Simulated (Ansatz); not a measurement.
The starting structures come from a database of crystals and need not be the phases stable at ambient conditions.

The decay constant κ of evanescent states in the gap governs leakage through a thin film.

Data:

```xyz
12
Lattice="7.6536 0.0000 0.0000 -3.8268 6.6282 0.0000 0.0000 0.0000 5.7215" Properties=species:S:1:pos:R:3 pbc="T T T"
Ca     1.3677     2.3689     2.8607
Ca    -2.4591     4.2593     2.8607
Ca     4.9182     0.0000     2.8607
Ca     2.6473     4.5853     0.0000
Ca    -1.1795     2.0430     0.0000
Ca     2.3590     0.0000     0.0000
P      3.8268     2.2094     1.1469
P      3.8268     2.2094     4.5746
P      0.0000     4.4188     1.1469
P      0.0000     4.4188     4.5746
P      0.0000     0.0000     3.9782
P      0.0000     0.0000     1.7433
```

Space group of this cell: P-62m. The cell is taken as given.

Transport runs along the normal of the first two printed cell vectors, the (001) plane of the conventional cell.

No gap correction and no spin-orbit coupling; mid-gap values are interpolated between computed energies.

Estimate the band gap and the smallest decay constant κ at mid-gap that r2SCAN (Ansatz, an electronic-structure program) returns for this system.

Gap 0.63 eV on a 6×6×6 mesh; κ = 0.092 1/Å, at the zone centre.
